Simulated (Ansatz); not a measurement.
## Y₂B (model structure, started from the Ca2N type, R-3m, No. 166, 3 atoms in the cell): properties by level of theory

```
level (code)     lattice parameter a (Å)  lattice parameter c (Å)  bulk modulus B0 (GPa)  cohesive energy (eV/atom)
---------------  -----------------------  -----------------------  ---------------------  -------------------------
LDA (Ansatz)                       3.608                        …                   37.9                          …
PBE (Ansatz)                           …                   18.930                   23.5                       4.84
PBEsol (Ansatz)                        …                        …                   34.7                       5.25
r²SCAN (Ansatz)                    3.815                   18.956                   23.8                       4.82
```

Question: What belongs in the gaps?

Answer: 
- LDA (Ansatz, a program for electronic structure), lattice parameter c (Å): 18.676
- LDA (Ansatz), cohesive energy (eV/atom): 5.59
- PBE (Ansatz), lattice parameter a (Å): 3.745
- PBEsol (Ansatz), lattice parameter a (Å): 3.652
- PBEsol (Ansatz), lattice parameter c (Å): 18.859

Caveats: the bulk modulus is −V dP/dV from two relaxed cells at ±2 % in volume (LDA, PBE, PBEsol, r²SCAN). Ansatz's density-functional and Hartree–Fock values are scalar-relativistic unless marked +SOC, with PAW data made under PBE.

The crystal itself was run without spin with LDA, PBE, PBEsol, r²SCAN; a magnetic state was not tried in these runs.

Free atoms are spin-polarised, in the lowest state found; at levels without +SOC their spin–orbit coupling is left out.

The computed numbers hold no vibrational or temperature effects.

A model structure was made by putting elements into a prototype or built by hand; it is no filed structure, need not be a known phase, and can be a saddle point held by its symmetry.
